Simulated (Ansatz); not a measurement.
The starting structures come from a database of crystals and need not be the phases stable at ambient conditions.

 Where the default PAW files enter, the runs use the earlier of Ansatz's two default sets.

**Evanescent states of AlH3 (Fd-3m, not sure to be the ambient phase, 16 atoms a cell, 11.3 Å³ an atom) along the normal of (001)**

Method: r2SCAN (plane waves, PAW; Ansatz, a first-principles code).

The gap is the functional's own. No spin-orbit coupling. Mid-gap values are interpolated on the energy grid.

Energies count from the valence-band top; κ is the least over a 6×6 mesh across the current.

```tsv
E (eV)	κ (1/Å)	where
0.10	0.107	Γ
0.28	0.181	Γ
0.47	0.229	Γ
0.67	0.264	Γ
0.85	0.293	Γ
1.04	(withheld)	Γ
1.24	(withheld)	Γ
1.43	(withheld)	Γ
1.61	(withheld)	Γ
1.80	(withheld)	Γ
2.00	(withheld)	Γ
2.19	(withheld)	Γ
2.38	(withheld)	Γ
2.56	(withheld)	Γ
2.75	(withheld)	Γ
2.94	0.248	Γ
3.13	0.224	Γ
3.33	0.196	Γ
3.52	0.160	Γ
3.71	0.109	Γ
```

Some entries are withheld; supply them.


- 1.04, κ (1/Å): 0.317
- 1.24, κ (1/Å): 0.336
- 1.43, κ (1/Å): 0.349
- 1.61, κ (1/Å): 0.343
- 1.80, κ (1/Å): 0.335
- 2.00, κ (1/Å): 0.325
- 2.19, κ (1/Å): 0.314
- 2.38, κ (1/Å): 0.301
- 2.56, κ (1/Å): 0.286
- 2.75, κ (1/Å): 0.268
